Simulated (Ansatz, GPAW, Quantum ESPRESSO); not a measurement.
## InGaTe₂ (I4/mcm, 8 atoms in the cell) computed with different codes at matched settings

Self-consistent single point, at a second geometry (lattice scaled by 0.98). First geometry:

```xyz
8
Lattice="-4.3280 4.3280 3.4439 4.3280 -4.3280 3.4439 4.3280 4.3280 -3.4439" Properties=species:S:1:pos:R:3 pbc="T T T"
In     0.0000     0.0000     5.1659
In     0.0000     0.0000     1.7220
Ga     4.3280     0.0000     1.7220
Ga     0.0000     4.3280     1.7220
Te     5.8111     1.4830     0.0000
Te    -1.4830     2.8450     3.4439
Te     2.8450     1.4830     3.4439
Te     1.4830     2.8450     0.0000
```

Shared settings, as Ansatz (an electronic-structure program) writes them: kpoints.mp_grid.grid = 3 3 3; scf.occupations.method = gaussian; scf.occupations.width = 0.272 eV. Potentials and cutoffs stand in the table.

| code | model | ΔF from the first geometry (meV/atom) | pressure (GPa) | largest force (eV/Å) | cutoff |
|---|---|---|---|---|---|
| GPAW | PBEsol, GPAW PAW datasets PBEsol (made by gpaw-setup) | -29.7 | -1.48 | 0.057 | 600 eV |
| Quantum ESPRESSO | PBEsol, PseudoDojo standard norm-conserving (PBESOL) pseudopotentials | -28.2 | -1.36 | 0.057 | 85 Ry |
| Ansatz | PBEsol, PAW files made with PBE | -28.4 | -1.39 | 0.048 | 420 eV |

No clean gap comes from GPAW and Quantum ESPRESSO: levels at the Fermi energy touch, overlap or are partly filled at this smearing.

On Ansatz's run: spin-orbit coupling is off.

The spread over the programs that give each value: ΔF from the first geometry within 1.5 meV/atom; pressure within 0.12 GPa; largest force within 0.009 eV/Å.

Ansatz's pressure is given at a fixed set of plane waves, as the other plane-wave codes print theirs.

The starting cell comes from a database of computed structures (which also holds hypothetical and non-ambient phases and stackings), without a prior relaxation at this level. Its lattice was rescaled by a random factor within 2.5 % of one. For this run, on top of that: lattice scaled by 0.98.

Keys are those of Ansatz 0.2.
